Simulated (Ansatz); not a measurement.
Consider Ta in the bcc (W type) structure (space group Im-3m, No. 229; a = 3.306 Å; relaxed with 0.1 eV smearing).

The values are results of Ansatz (a first-principles code), r2SCAN, PAW, cutoff 500 eV, spin-orbit coupling left out, not measurements.

Before the change:

The pressure is 0.0 GPa.

Now apply this change: the cell is scaled by 0.9850 in all directions, atoms relaxed at fixed cell.

**Question.** What does the calculation give for the energy relative to the base after the change?

**Answer.** The energy grows by 24 meV/atom.

**Question.** Predict the new pressure.

**Answer.** The pressure goes from zero to 9.9 GPa.

The cells carry an imposed strain or load. No phonon test of stability was made. All final runs are without spin polarisation.
